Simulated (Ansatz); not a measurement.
# CuI: element substitutions

Start from CuI in the zinc blende structure (space group F-43m, No. 216; a = 6.023 Å).

Each row replaces one element on all its sites; cell and atoms are relaxed.

Level of theory: r2SCAN/PAW in Ansatz (a program for electronic structure), spin-orbit coupling left out.

```tsv
change	band gap	volume per atom
base	1.67 eV	27.31 Å³
Cu → B	(withheld)	(withheld)
Cu → Te	zero	51.34 Å³
I → Sb	zero	24.40 Å³
```

Question: Some entries are withheld; estimate them.

Answer: 
- Cu → B, band gap: 0.64 eV
- Cu → B, volume per atom: 32.49 Å³

Spin-orbit coupling, missing from the scalar runs, can matter with I. Stability against distortions was not tested. As relaxed here, BI, TeI and CuSb are hypothetical phases, not in the database extracts checked. All final runs are without spin polarisation. An odd electron count without spin: TeI.
